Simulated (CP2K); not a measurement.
**Variants of one calculation on Sn (Fd-3m, 2 atoms in the cell)**

```yaml
crystal:
  lattice:
    - [4.74788, 0.00000, 0.00000]
    - [2.37394, 4.11178, 0.00000]
    - [2.37394, 1.37059, 3.87662]
  atoms:
    - { symbol: Sn, position: [0.00000, 0.00000, 0.00000] }
    - { symbol: Sn, position: [0.25000, 0.25000, 0.25000] }
```

Base run A: LDA (Pade form), GPW, DZVP-MOLOPT-SR-GTH basis, GTH-PADE potentials (GTH_POTENTIALS) (CP2K), self-consistent single point.

Its settings: CUTOFF = 400 Ry; REL_CUTOFF = 50 Ry; SMEAR/METHOD = GAUSSIAN; SIGMA = 0.272 eV; KPOINTS/SCHEME = MONKHORST-PACK 9 9 9; XC_FUNCTIONAL = PADE; Sn/BASIS_SET = DZVP-MOLOPT-SR-GTH-q4; Sn/POTENTIAL = GTH-PADE-q4; METHOD = GPW; EPS_DEFAULT = 1e-10; NGRIDS = 4; SCF_GUESS = ATOMIC; EPS_SCF = 1e-07; MAX_SCF = 100; ADDED_MOS = 4; MIXING/METHOD = BROYDEN_MIXING; MIXING/ALPHA = 0.2; MIXING/NBUFFER = 10.

The starting cell comes from a database of computed structures (which also holds hypothetical and non-ambient phases and stackings), without a prior relaxation at this level. Its lattice was rescaled by a random factor within 2.5 % of one. Values carry the incompleteness of an atom-centred basis. In the base run, with a pressure of about -4 GPa the cell is away from its equilibrium volume at this level.

ΔF is the free energy per atom less that of run A. A dash stands where there is no value to compare (another energy zero or no entropy term, no result, no spin, no clean gap, or a mesh too coarse for one). Total energies depend on the potentials, the functional and any Hubbard or dispersion term, so they are compared only between runs that share all of them.

Run A gave: pressure (GPa) -4.46; k-points 365.

Runs:
- B: XC_FUNCTIONAL: PADE → GGA_X_RPBE + GGA_C_PBE; Sn/POTENTIAL: GTH-PADE-q4 → GTH-PBE-q4 [RPBE]
- C: CUTOFF: 400 Ry → 600 Ry
- D: KPOINTS/SCHEME: MONKHORST-PACK 9 9 9 → MONKHORST-PACK 6 6 6; GAMMA_CENTERED: default → T
- E: KPOINTS/SCHEME: MONKHORST-PACK 9 9 9 → MONKHORST-PACK 13 13 13
- F: SIGMA: 0.272 eV → 0.15 eV
- G: SIGMA: 0.272 eV → 0.3 eV
- H: lattice scaled by 0.97
- I: MIXING/NBUFFER: 10 → 6
- J: MIXING/METHOD: BROYDEN_MIXING → MODIFIED_BROYDEN_MIXING
- K: MIXING/ALPHA: 0.2 → 0.8
- L: REL_CUTOFF: 50 Ry → 20 Ry

### Question
What does run F change against A?

### Answer
The free energy goes up by 2.0 meV/atom and the pressure hardly changes (-4.46 to -4.48 GPa).

| run | ΔF (meV/atom) | pressure (GPa) | k-points |
|---|---|---|---|
| A | 0.00 | -4.46 | 365 |
| B | – | -0.24 | 365 |
| C | 0.00 | -4.46 | 365 |
| D | 12.8 | -4.36 | 112 |
| E | -0.93 | -4.50 | 1099 |
| F | 1.97 | -4.48 | 365 |
| G | -0.55 | -4.45 | 365 |
| H | -67.7 | -1.85 | 365 |
| I | 0.00 | -4.46 | 365 |
| J | 0.00 | -4.46 | 365 |
| K | 0.00 | -4.46 | 365 |
| L | -0.05 | -4.46 | 365 |
